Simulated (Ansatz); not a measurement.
We consider fluorite HfO₂ (high-temperature phase), described by PBE+SOC (Ansatz, a program for electronic structure, plane waves, PAW).

Run with plane-wave cutoff 520 eV, 8×8×8 k mesh, perturbation theory, PAW data made under PBE.

Computed at the level's own relaxed cell.

HfO2 is modelled in the cubic space group Fm-3m (No. 225), the fluorite structure, Pearson symbol cF12. Conventional cell: a = b = c = 5.0957 Å, α = β = γ = 90.00°. Hf on 4a is surrounded by 8 O at 2.207 Å (cubic). O on 8c is coordinated by 4 Hf at 2.207 Å (tetrahedral). (Neighbours: up to the widest gap in distance over summed covalent radii, below 1.35, at either atom; cation-cation and far metal-metal contacts left out.)
(The calculation used a cell of 3 atoms; values per cell refer to that cell.)

Harmonic phonon frequencies (cm⁻¹; i marks an imaginary mode; at Γ without the LO shift):

```csv
q point,frequencies
Γ,0 0 0 217 217 217 563 563 563
X,231i 89 89 249 284 284 547 547 677
U,128i 87 144 203 314 348 521 559 655
```

Imaginary modes appear, so the structure is dynamically unstable at this level.

Note: symmetry holds this phase in the static calculation, where it need not be a minimum; the run finds an imaginary mode (231i cm⁻¹), so the cell is a saddle point at this level.
